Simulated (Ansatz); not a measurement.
## PdGe in the rock salt structure (space group Fm-3m, No. 225; a hypothetical phase, not in the database extracts checked)

```xyz
2
Lattice="0.0000 2.5830 2.5830 2.5830 0.0000 2.5830 2.5830 2.5830 0.0000" Properties=species:S:1:pos:R:3 pbc="T T T"
Ge     0.0000     0.0000     0.0000
Pd     2.5830     2.5830     2.5830
```

Level of theory: r2SCAN, PAW, 500 eV (Ansatz, a program for electronic structure; no spin-orbit coupling). Settings: 16×16×16 k-points, 0.05 eV Fermi–Dirac smearing.

```json
{
  "volume_per_atom": "17.23 Å³",
  "density": "8.63 g/cm³",
  "band_gap": "zero",
  "total_energy": "-5644.381 eV/atom (σ→0; compares only within this code and set-up)"
}
```

No phonon test of stability was made. The final runs are not spin-polarised.
